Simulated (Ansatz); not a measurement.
For Si (model structure, P6₄22, No. 181, 3 atoms in the cell), PBEsol (Ansatz, a program for electronic structure, PAW) gives:

```
Quantity                   Result
-------------------  ------------
lattice parameter a       3.882 Å
lattice parameter c       4.076 Å
cohesive energy      4.78 eV/atom
```

Q: What does r²SCAN+rVV10 (PAW; Ansatz) give for the same quantities?

A: 
- lattice constant a: 3.885 Å (grows by 0.1 %)
- lattice parameter c: 4.114 Å (rises by 0.9 %)
- cohesive energy: 4.59 eV/atom (falls by 0.19 eV/atom)

Changes are worked out from the printed values.

Unless a cell is named, each level is at its own relaxed cell (PBEsol 17.73, r²SCAN+rVV10 17.92 Å³/atom).

Ansatz's density-functional and Hartree–Fock values are scalar-relativistic unless marked +SOC, with PAW data made under PBE.

A model structure was made by putting elements into a prototype or built by hand; it is no filed structure, need not be a known phase, and can be a saddle point held by its symmetry.
